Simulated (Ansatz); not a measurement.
Base system: MgTe in the wurtzite structure (space group P6_3mc, No. 186).

```cif
data_Mg2Te2
_chemical_formula_sum 'Mg2 Te2'
_space_group_name_H-M_alt 'P 1'
_space_group_IT_number 1
_cell_length_a 4.56143
_cell_length_b 4.56143
_cell_length_c 7.41192
_cell_angle_alpha 90.000
_cell_angle_beta 90.000
_cell_angle_gamma 120.000
loop_
_space_group_symop_operation_xyz
  'x, y, z'
loop_
_atom_site_label
_atom_site_type_symbol
_atom_site_fract_x
_atom_site_fract_y
_atom_site_fract_z
_atom_site_occupancy
Mg1 Mg 0.33333 0.66667 0.99959 1
Mg2 Mg 0.66667 0.33333 0.49959 1
Te1 Te 0.33333 0.66667 0.37641 1
Te2 Te 0.66667 0.33333 0.87641 1
```

The values are results of PBEsol (Ansatz, an electronic-structure program; PAW; 420 eV plane waves; spin-orbit coupling left out), not measurements.

One change was made to it. Results:

```csv
quantity,base,after
band gap,2.39 eV,2.85 eV
"valence-band top at Γ (three highest levels, from the VBM)","0.00, -0.02, -0.02 eV","0.00, -0.03, -0.03 eV"
density,3.78 g/cm³,4.18 g/cm³
```

Task: Name the change that was made.
A. pressure 0.9 GPa
B. pressure 9 GPa
C. pressure −2 GPa
D. pressure 4.5 GPa

Result: D, pressure 4.5 GPa. For comparison, the band gap in the other runs: pressure 9 GPa gives 2.94 eV; pressure 0.9 GPa gives 2.49 eV; pressure −2 GPa gives 2.12 eV.

With Te present, leaving out spin-orbit coupling can change the band edges. Load acts through the strain it causes; cell and atoms are relaxed under it. Stability against distortions was not tested. Tetrahedral semiconductors of this kind turn to denser phases somewhere between about 1 and 50 GPa; those were not computed, so compressed cells here can lie past the real transition.
